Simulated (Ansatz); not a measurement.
Take SnSe2 in the CdI2 type structure (space group P-3m1, No. 164; layered, stacked along the Cartesian z axis) as the base.

Space group P-3m1 (No. 164); a = 3.794 Å, b = 3.794 Å, c = 5.742 Å, α = 90.00°, β = 90.00°, γ = 120.00°

| atom | site | symmetry | x | y | z |
|---|---|---|---|---|---|
| Sn | 1a | -3m. | 0.0000 | 0.0000 | 0.0000 |
| Se | 2d | 3m. | 0.3333 | 0.6667 | 0.2761 |

Calculations: Ansatz (a first-principles code) PBEsol-D3(BJ), no spin-orbit coupling, earlier PAW set.

Before the change:

| Item | Value |
|---|---|
| Pressure | 0.0 GPa |

Modification: an isotropic linear strain of −2.36 %; the atoms relax in the strained cell.

Question: How does this affect the energy relative to the base?

Answer: The energy goes up by 21 meV/atom.

Question: Estimate the effect on the largest internal atomic displacement.

Answer: The largest internal atomic displacement amounts to 0.059 Å.

Question: How does this affect the pressure?

Answer: The pressure (mean of the normal stresses, compression positive) goes from zero to 4.2 GPa.

The mesh was chosen for an insulator and is coarse for the gapless case. No phonon test of stability was made. The final runs are not spin-polarised. Gaps under 0.05 eV, about the width of the smearing, are given as zero.
